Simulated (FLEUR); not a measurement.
Input and output of a self-consistent single point for MgSc (Pm-3m, 2 atoms in the cell) (FLEUR).

Computed with LDA (Perdew-Zunger), all-electron FLAPW (FLEUR), scalar-relativistic valence.

The change in words: lattice scaled by 0.98. Reference geometry:
```yaml
crystal:
  lattice:
    - [3.66694, 0.00000, 0.00000]
    - [0.00000, 3.66694, 0.00000]
    - [0.00000, 0.00000, 3.66694]
  atoms:
    - { symbol: Mg, position: [0.00000, 0.00000, 0.00000] }
    - { symbol: Sc, position: [0.50000, 0.50000, 0.50000] }
```

Reference input (self-consistent single point, DFT, LDA (Perdew-Zunger), all-electron FLAPW (FLEUR), scalar-relativistic valence): Kmax = 3.8 1/bohr; GmaxXC = 11.4 1/bohr; xcFunctional = pz; jspins = 1; l_soc = F; mode = hist; fermiSmearingEnergy = 0.00367493 Htr; mesh (inpgen div1-3) = 12 12 12; inpgen gamma flag = true; Gmax = 11.4 1/bohr; numbands = 0; maxIterBroyd = 40. This run's input differs from it in these lines:

```diff
@@ -3,5 +3,5 @@
 &input film=f /
-3.6669400000 0.0000000000 0.0000000000
-0.0000000000 3.6669400000 0.0000000000
-0.0000000000 0.0000000000 3.6669400000
+3.5936010000 0.0000000000 0.0000000000
+0.0000000000 3.5936010000 0.0000000000
+0.0000000000 0.0000000000 3.5936010000
 1.8897261246
@@ -44,5 +44,5 @@
          <bravaisMatrix>
-            <row-1>    6.9295123153407232     0.0000000000000000     0.0000000000000000</row-1>
-            <row-2>    0.0000000000000000     6.9295123153407232     0.0000000000000000</row-2>
-            <row-3>    0.0000000000000000     0.0000000000000000     6.9295123153407232</row-3>
+            <row-1>    6.7909216910886840     0.0000000000000000     0.0000000000000000</row-1>
+            <row-2>    0.0000000000000000     6.7909216910886840     0.0000000000000000</row-2>
+            <row-3>    0.0000000000000000     0.0000000000000000     6.7909216910886840</row-3>
          </bravaisMatrix>
```

Output (repeated stretches shortened):

```
 Iteration:     1   Distance:       2.78134362 me/bohr^3
 Iteration:     2   Distance:       2.58014072 me/bohr^3
 Iteration:     3   Distance:       1.32727114 me/bohr^3
 Iteration:     4   Distance:       0.87159936 me/bohr^3
 Iteration:     5   Distance:       0.35231563 me/bohr^3
   [... 5 lines left out ...]
 Iteration:    11   Distance:       0.00010499 me/bohr^3
 Iteration:    12   Distance:       0.00010616 me/bohr^3
 Iteration:    13   Distance:       0.00001484 me/bohr^3
 Iteration:    14   Distance:       0.00000354 me/bohr^3
 Run finished successfully
 Stop message:
   Structural relaxation: Done

[file out, last iteration]
             iter=     15
[...]
          total density-effective poten   -1.5196426325E+03
          total charge density-energy d   -5.2911741267E+01
 Updated energy parameters for spin:           1
[...]
 fermi energy and band-weighting factors:
    0.360010

[...]
FERMIE:
          first approx. to ef    (T=0)  :   0.170012 htr   (energy of the highest occ. eigenvalue)
          number of occ. states  (T=0)  :        890
          first approx. to seigv (T=0)  : -21.260394 htr
          sum of weights of occ. states :  10.503472
          sum of semicore charge        :   0.000000 e
FERHIS:  Fermi-Energy by histogram:
          bandgap                     :   0.000393 htr
   [... lines left out ...]
          charge neutrality (T=0)     :   0.006944    (zero if the highest occ. eigenvalue is "entirely" occupied)
     EF_NEWTON:  Adjust Fermi-Energy by Newton-Method.
 Direct bandgap for spin            1 :    1.3156113345791420E-002  Htr
 ---->    free energy=                      -962.0319386382 htr
   [... lines left out ...]
      extrapolation for T->0
 ---->    total electron energy=            -962.0304708173 htr
 ***** TOTAL FORCES ON ATOMS *****
 TOTAL FORCE FOR ATOM TYPE=  1  X=  0.000   Y=  0.000   Z=  0.000
                       FX_TOT= 0.000000 FY_TOT= 0.000000 FZ_TOT= 0.000000
 TOTAL FORCE FOR ATOM TYPE=  2  X=  3.395   Y=  3.395   Z=  3.395
                       FX_TOT= 0.000000 FY_TOT= 0.000000 FZ_TOT= 0.000000
 Structural relaxation: Done
```

The run converged in 14 iterations. FLEUR gives forces in its relaxation mode, with a further iteration, so its stop message speaks of a relaxation. Against the reference run the free energy goes down by 40.2 meV/atom.

The starting cell comes from a database of computed structures (which also holds hypothetical and non-ambient phases and stackings), without a prior relaxation at this level. Its lattice was rescaled by a random factor within 2.5 % of one. For this run, on top of that: lattice scaled by 0.98. Values depend on the basis (sphere radii, cutoffs, local orbitals), which need not be converged. The log's line on a gap gives a spacing of levels on this mesh, which the program prints for metals too.

Cost on one core of a shared machine: roughly 50 s.
